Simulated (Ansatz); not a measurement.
# SiO2, response to strain

Base system: SiO₂ (space group P3_221, No. 154; a = 5.0221 Å, c = 5.5103 Å). Axes: x lies along a and z along c of the hexagonal cell.

Strains are applied to the cell and any free atomic positions relax; under biaxial strain the out-of-plane vector relaxes too.

All numbers come from PBE (Ansatz, a quantum-chemistry and plane-wave program), no spin-orbit coupling.

Notes on the quantities. in-plane stress: mean in-plane stress (compression positive).

```json
[
 {"case": "biaxial strain −3.00 %, plane normal [001], relaxed out of plane", "in-plane stress": "+2.7 GPa", "out-of-plane strain": "+0.69 %"},
 {"case": "biaxial strain −2.25 %, plane normal [001], relaxed out of plane", "in-plane stress": "?", "out-of-plane strain": "?"},
 {"case": "biaxial strain −1.50 %, plane normal [001], relaxed out of plane", "in-plane stress": "+1.3 GPa", "out-of-plane strain": "+0.33 %"},
 {"case": "biaxial strain −0.75 %, plane normal [001], relaxed out of plane", "in-plane stress": "+0.6 GPa", "out-of-plane strain": "?"}
]
```

### Question
Fill in the withheld entries from the trend.

### Answer

- biaxial strain −2.25 %, plane normal [001], relaxed out of plane, in-plane stress: +2.0 GPa
- biaxial strain −2.25 %, plane normal [001], relaxed out of plane, out-of-plane strain: +0.49 %
- biaxial strain −0.75 %, plane normal [001], relaxed out of plane, out-of-plane strain: +0.16 %

Stability against distortions was not tested.
